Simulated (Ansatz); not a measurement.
# Ba4Sb2O (space group I4/mmm, No. 139)

```
Ba4Sb2O
1.0
   -2.60143     2.60143     9.03754
    2.60143    -2.60143     9.03754
    2.60143     2.60143    -9.03754
Ba Sb O
4 2 1
Cartesian
  0.00000   0.00000  12.11876
  0.00000   0.00000   5.95633
  0.00000   2.60143   0.00000
  2.60143   0.00000   0.00000
  0.00000   0.00000  15.58921
  0.00000   0.00000   2.48587
  0.00000   0.00000   9.03754
```

All numbers come from PBEsol, PAW, 420 eV (Ansatz, a program for electronic structure; without spin-orbit coupling). Settings: 9×9×9 k-points, 0.05 eV Fermi–Dirac smearing.

```yaml
volume_per_atom: 34.95 Å³
density: 5.49 g/cm³
band_gap: 0.53 eV, direct at M
electron_mass: 0.80 mₑ along k, 0.12 mₑ across
total_energy: -5262.267 eV/atom (σ→0; compares only within this code and set-up)
```

Spin-orbit coupling, missing from the scalar runs, can matter with Sb. Masses are band curvatures over ±0.01 Å⁻¹ around the edge. Along k means along the line from Γ to the band edge. Stability against distortions was not tested.
